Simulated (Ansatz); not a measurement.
Functionals compared on a constructed model of the (100) surface of fcc Ag, a pseudomorphic layer of Fe in the host's stacking (bottom of the slab: a bare face, its two planes held), in Ansatz (plane waves, PAW). The structure was relaxed with PBE; the other rows are single points on it. Cutoff 420 eV.

Model: 7-atom slab, 12.4 Å thick at the start, 13x13x1 mesh, Fermi-Dirac 0.1 eV, dipole correction, 2 atoms held, the rest relaxed; held to the start's symmetry, so lower structures may exist; spin-polarised, ending with about 3.1 μB a cell; orders that need a larger cell were not tried, no spin-orbit, no U. It is one candidate, not shown to be the stable structure of the face. These notes are the PBE run's.

```
functional  work function of the top face (eV)  magnetic moment of the cell (μB)  rough cost of the single point
----------  ----------------------------------  --------------------------------  ------------------------------
PBE                                       4.15                              3.07                               –
RPBE                                      4.01                              3.07  around 90 core-seconds (rough)
```

Ansatz is a program for electronic structure.
